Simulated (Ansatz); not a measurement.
Results of r²SCAN+SOC (Ansatz, a first-principles code, PAW) for CdGaNO (model structure, started from the AlSiCN type, P3m1, No. 156, 4 atoms in the cell).

Settings: plane-wave cutoff 560 eV, 18×18×10 k mesh (along the axes of the cell as run), Fermi–Dirac smearing 0.05 eV, PAW data made under PBE.

Cell (relaxed with PBEsol):

```
CELL_PARAMETERS angstrom
      3.28114     0.00000     0.00000
     -1.64057     2.84155     0.00000
      0.00000     0.00000     5.68347
ATOMIC_POSITIONS crystal
  Ga 0.33333 0.66667 0.50212
  Cd 0.66667 0.33333 0.97976
  O  0.33333 0.66667 0.17085
  N  0.66667 0.33333 0.59726
```

Q: Estimate the band gap that the calculation returns.

A: 
- band gap: 0.91 eV (on the SCF k mesh)

Note: the relaxation could raise the start's symmetry but not lower it, so the cell can be a saddle point; cell and atoms aren't relaxed at this level (largest force component 0.17 eV/Å, pressure 0.8 GPa).

Computed values are for the static lattice.

It cost around 9 core-minutes (rough) of CPU time.

A model structure was made by putting elements into a prototype or built by hand; it is no filed structure, need not be a known phase, and can be a saddle point held by its symmetry.
